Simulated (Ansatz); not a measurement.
BaAl4 (I4/mmm, No. 139), relaxed in Ansatz (plane waves) with several semilocal functionals. Each gives its own volume and its own bulk modulus:

```
level          V0 (Å³/atom)  bulk modulus (GPa)   ln V0   ln B0
-------------  ------------  ------------------  ------  ------
PBEsol-D3(BJ)        22.016                59.7  3.0918  4.0893
PBEsol               22.912                55.1  3.1317  4.0091
rVV10                23.736                50.2  3.1670  3.9160
BLYP                 25.038                42.1  3.2204  3.7400
```

Q: Fit a straight line to ln B0 against ln V0. What does it predict for LDA, whose volume is 22.325 Å³/atom?

A: With x = ln V0 and y = ln B0: means 3.15272 and 3.93860; Σ(Δx Δy) = -0.0244, Σ(Δx²) = 0.00894, so the slope is -2.73. At x = 3.1057 the line gives y = 3.93860 + (-2.73) × (3.1057 − 3.15272) = 4.0670, or 58.4 GPa. The run with LDA gives 57.9 GPa, -0.9 % from the line. The rows used scatter about it by up to 1.7 %, while the largest value lies 42 % above the smallest.

Ansatz's density-functional and Hartree–Fock values are scalar-relativistic unless marked +SOC, with PAW data made under PBE.

Ansatz is a program for electronic structure.
